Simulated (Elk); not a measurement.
```
Ti3In
1.0
    0.00000     3.32106     3.32106
    3.32106     0.00000     3.32106
    3.32106     3.32106     0.00000
Ti In
3 1
Direct
  0.75000   0.75000   0.75000
  0.25000   0.25000   0.25000
  0.00000   0.00000   0.00000
  0.50000   0.50000   0.50000
```
Moments meant for the start (each program seeds them in its own way; μB, in the order of the atoms Ti Ti Ti In): 0.0 0.0 1.0 0.0.

Method of the run: Elk with PBEsol, spin-orbit coupling in second variation, all-electron FP-LAPW, Elk's shipped species files, APW+lo basis with extra local orbitals.

The set-up and first iterations of an Elk log for Ti₃In (Fm-3m, 4 atoms in the cell):

```
│ Elk code version 10.2.4 │

All units are atomic (Hartree, Bohr, etc.)

│ Ground-state run starting from atomic densities │

Lattice vectors :
   0.000000000       6.275893843       6.275893843
   6.275893843       0.000000000       6.275893843
   6.275893843       6.275893843       0.000000000

Unit cell volume      :    494.3752977
Brillouin zone volume :   0.5017447567

Muffin-tin inner radius fraction :   0.1000000000E-01

Nuclei treated as point charges

Species :    1 (Ti)
 parameters loaded from : Ti.in
 name : titanium
 nuclear charge    :   -22.00000000
 electronic charge :    22.00000000
 atomic mass :    87256.20310
 muffin-tin radius :    2.400000000
 number of radial points in muffin-tin :    497
 atomic positions (lattice), magnetic fields (Cartesian) :
   1 :   0.25000000  0.25000000  0.25000000    0.00000000  0.00000000  0.00000000
   2 :  -0.25000000 -0.25000000 -0.25000000    0.00000000  0.00000000  0.00000000
   [... lines left out ...]
 using average radius
Maximum |G+k| for APW functions       :    3.061224490
Maximum (1/2)|G+k|²                   :    4.685547688
Maximum |G| for potential and density :    14.00000000
 potential will be trimmed for |G| > 2 gkmax
Constant for pseudocharge density :    9
Radial integration step length :    4

G-vector grid sizes :     40    40    40
Number of G-vectors :    22995

Maximum angular momentum used for
 APW functions                      :    8
 outer part of muffin-tin           :    6
 inner part of muffin-tin           :    2

Total nuclear charge    :   -115.0000000
Total core charge       :    60.00000000
Total valence charge    :    55.00000000
Total excess charge     :    0.000000000
Total electronic charge :    115.0000000

Effective Wigner radius, rₛ :    1.008687806

Number of empty states         :   40
Total number of valence states :  136
Total number of core states    :   60

Conduction state local-orbitals added automatically
Total number of local-orbitals :  316

Exchange-correlation functional :     22     0     0
 PBEsol, Phys. Rev. Lett. 100, 136406 (2008)
 gradient requirement :    1
 generalised gradient approximation (GGA)

Smearing type :    3
 Fermi-Dirac
Smearing width :   0.3674930000E-02
Effective electronic temperature (K) :    1160.451112

Mixing type :    3
 Broyden mixing, J. Phys. A: Math. Gen. 17, L317 (1984)

Kohn-Sham potential initialised from atomic data
│ Self-consistent loop started │
│ Loop number : 1 │
 total energy                :     -8434.32570583
 total moment                :  -0.1835813781E-19 -0.1763673125E-19   1.699810140
│ Loop number : 2 │
 total energy                :     -8434.58947348
 total moment                :  -0.1729283835E-19 -0.2509177770E-19   1.694465504
RMS change in Kohn-Sham potential (target) :    1.478111255     (  0.1000000000E-05)
Absolute change in total energy (target)   :   0.2637676535     (  0.1000000000E-03)
│ Loop number : 3 │
 total energy                :     -8435.46981890
 total moment                :  -0.4919787042E-20 -0.4997606736E-20   1.626313948
RMS change in Kohn-Sham potential (target) :    1.403872290     (  0.1000000000E-05)
Absolute change in total energy (target)   :   0.9462873276     (  0.1000000000E-03)
│ Loop number : 4 │
 total energy                :     -8435.90195248
 total moment                :   0.3929217908E-20  0.1406566727E-20   1.059874722
RMS change in Kohn-Sham potential (target) :   0.8314204629     (  0.1000000000E-05)
Absolute change in total energy (target)   :   0.6687054138     (  0.1000000000E-03)
│ Loop number : 5 │
 total energy                :     -8437.65657040
 total moment                :  -0.1391146872E-19  0.1535452478E-19  0.5069390245
RMS change in Kohn-Sham potential (target) :   0.3311112893     (  0.1000000000E-05)
Absolute change in total energy (target)   :    1.921794268     (  0.1000000000E-03)
│ Loop number : 6 │
   [... lines left out ...]
```

How does the run end?

The run converged in 31 iterations. Convergence of the loop says nothing yet on basis, mesh or lower states. It ends on: free energy E − TS -229646.3832 eV; Fermi level (on the code's own zero) 7.69 eV; size of the cell's spin moment 0.00 μB. The log goes on:

```
│ Loop number : 21 │
 total energy                :     -8439.34901858
 total moment                :   0.1218443310E-19  0.3737643051E-20  0.1365812812
   [... lines left out ...]
│ Loop number : 29 │
 total energy                :     -8439.34896067
 total moment                :   0.5423342040E-20  0.4071889366E-20  0.3268146783E-02
RMS change in Kohn-Sham potential (target) :   0.1987995070E-05 (  0.1000000000E-05)
Absolute change in total energy (target)   :   0.1355560198E-04 (  0.1000000000E-03)
│ Loop number : 30 │
 total energy                :     -8439.34892893
 total moment                :   0.4278127725E-20  0.4160724375E-20  0.1649002750E-02
RMS change in Kohn-Sham potential (target) :   0.8639167961E-06 (  0.1000000000E-05)
Absolute change in total energy (target)   :   0.3512544208E-04 (  0.1000000000E-03)
Convergence targets achieved

│ Loop number : 31 │

Energies :
 Fermi                       :     0.282537350240
 xc effective B-field        :    -0.201757435184E-07
 external B-field            :      0.00000000000
 total energy                :     -8439.34892402
 (external B-field energy excluded from total)

Density of states at Fermi energy :    209.1185260
 (states/Hartree/unit cell)

Estimated indirect band gap :   0.2021160361E-03
 from k-point     17 to k-point     75
Estimated direct band gap   :   0.1791001840E-02
 at k-point     23

Charges :
 core                        :    60.00000000
 valence                     :    55.00000000
 interstitial                :    6.426591360
 muffin-tins (core leakage)
  species :    1 (Ti)
   atom    1                 :    20.29925898     (  0.5696456640E-09)
   atom    2                 :    20.29925898     (  0.5696456640E-09)
   atom    3                 :    20.34756819     (  0.5282583260E-09)
   [... lines left out ...]
   atom    2                 :   0.6624598980E-20  0.1003791287E-20  0.6808816067E-04
   atom    3                 :   0.7217366037E-23  0.6521391403E-23  0.9838129981E-03
  species :    2 (In)
   atom    1                 :   0.1313713750E-23  0.7799700483E-24 -0.9836083584E-05
 total in muffin-tins        :   0.1325772904E-19  0.2014883935E-20  0.1110153236E-02
 total moment                :   0.1324272614E-19  0.1970003027E-20  0.1469563368E-02

│ Self-consistent loop stopped │
```

The starting cell comes from a database of computed structures (which also holds hypothetical and non-ambient phases and stackings), without a prior relaxation at this level. The starting moments vanished: the run ended non-magnetic. Values depend on the basis (sphere radii, cutoffs, local orbitals), which need not be converged. The log's line on a gap gives a spacing of levels on this mesh, which the program prints for metals too.

The run was DFT, PBEsol, spin-orbit coupling in second variation, all-electron FP-LAPW, Elk's shipped species files, APW+lo basis with extra local orbitals. Main settings of its input:

| setting | value |
|---|---|
| xctype | 22 |
| spinpol | true |
| spinorb | true |
| rgkmax | 7.5 |
| stype | 3 |
| swidth | 0.00367493 Ha |
| ngridk | 8 8 8 |
| reducebf | 0.8 |
| gmaxvr | 14 1/bohr |
| nxlo | 2 |
| lorbcnd | true |
| lmaxi | 2 |
